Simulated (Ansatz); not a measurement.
The reference is ZrC in the rock salt structure (space group Fm-3m, No. 225; a = 4.709 Å; relaxed with 0.1 eV smearing).

Calculations: PBE/PAW in Ansatz (an electronic-structure program), no spin-orbit coupling.

Base values:

- Pressure = 0.0 GPa
- Band gap = zero

Modification: every lattice vector is shortened by 1.50 %, atoms relaxed at fixed cell.

**Question.** Estimate the effect on the pressure.

**Answer.** The pressure goes from zero to 11.0 GPa.

**Question.** Predict the new energy relative to the base.

**Answer.** The energy increases by 19 meV/atom.

**Question.** How does this affect the band gap?

**Answer.** The band gap remains zero.

The cells carry an imposed strain or load. Stability against distortions was not tested. The final runs are not spin-polarised.
